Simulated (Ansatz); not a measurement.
```cif
data_Al6Sc2
_chemical_formula_sum 'Sc2 Al6'
_space_group_name_H-M_alt 'I4/mmm'
_space_group_IT_number 139
_space_group_name_Hall '-I 4 2'
_cell_length_a 3.98806
_cell_length_b 3.98806
_cell_length_c 8.75317
_cell_angle_alpha 90.000
_cell_angle_beta 90.000
_cell_angle_gamma 90.000
loop_
_atom_site_label
_atom_site_type_symbol
_atom_site_symmetry_multiplicity
_atom_site_Wyckoff_symbol
_atom_site_fract_x
_atom_site_fract_y
_atom_site_fract_z
_atom_site_occupancy
Sc1 Sc 2 a 0.00000 0.00000 0.00000 1
Al1 Al 4 d 0.00000 0.50000 0.25000 1
Al2 Al 2 b 0.00000 0.00000 0.50000 1
```
(The calculation used a cell of 4 atoms; values per cell refer to that cell.)

ScAl₃ (I4/mmm), PBEsol, DFPT electron-phonon coupling, linearised Boltzmann equation (plane waves, PAW, scalar-relativistic; Ansatz, an electronic-structure program): the phonon-limited resistivity at 300 K is 11.9 μΩ·cm (x, the basal plane), 11.9 μΩ·cm (y, the basal plane), 8.96 μΩ·cm (z, c). Third figures are kept for the arithmetic.

Q: How anisotropic is it, and between which bounds lies a dense polycrystal with random grains and no boundary scattering?

A: Largest over smallest: 1.33. Upper bound, grains in series: (11.9 + 11.9 + 8.96)/3 = 10.9 μΩ·cm. Lower bound, grains side by side: 3/Σ(1/ρ) = 10.7 μΩ·cm. The best single-crystal direction lies 16 % under the lower bound.

A metal at this level (no band gap). Only scattering by harmonic phonons is included (no impurities, grain boundaries, electron-electron scattering or thermal expansion). Spin-orbit coupling is left out. The run warned that the eigensolver left some states short of its tolerance. Halving the electron mesh (20x20x20) moves the resistivity by up to 5 % at 300 K, the mean free path by up to 4 %. Smearing 0.20 eV; phonons on a 5x5x5 q mesh, which this run doesn't test.

Computed structure with no diffraction record at hand here (it may be known, metastable or hypothetical): ScAl3 (I4/mmm).
